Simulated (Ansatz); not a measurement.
Cost and result by functional for the surface energy of the (321) surface of fcc Al in its 1x1 cell, outermost plane spacing 0.54 Å in the ideal cut, in Ansatz (plane waves, PAW). Single points on the PBE structure, on one kind of machine; costs are rough ratios of the slab run's core time (references not counted) to the cheapest single point. r2SCAN's cost holds its higher cutoff (500 against 420 eV). Differences are taken against r2SCAN for comparison alone: no measured value is at hand, so the table doesn't rank accuracy.

Set-up: 20 atoms, 10.3 Å thick at the start (thin: gaps and levels are the slab's own); mesh 8x6x1; 0.1 eV smearing; dipole correction on; all atoms relaxed; start symmetry kept, larger cells not searched; no spin, no spin-orbit, no U. These notes are the PBE run's.

| functional | relative cost | surface energy (J/m²) | less r2SCAN (J/m²) |
|---|---|---|---|
| RPBE | 1 | 0.88 | -0.23 |
| PBEsol | 1 | 1.14 | 0.04 |
| LDA | 1 | 1.16 | 0.05 |
| r2SCAN | 2 | 1.11 | 0.00 |
| PBE (the relaxed run's value) | – | 0.97 | -0.13 |

The values span 0.28 J/m², while the single points' costs differ by a factor of roughly 2. Differences are of unrounded values.

Ansatz is an electronic-structure program.
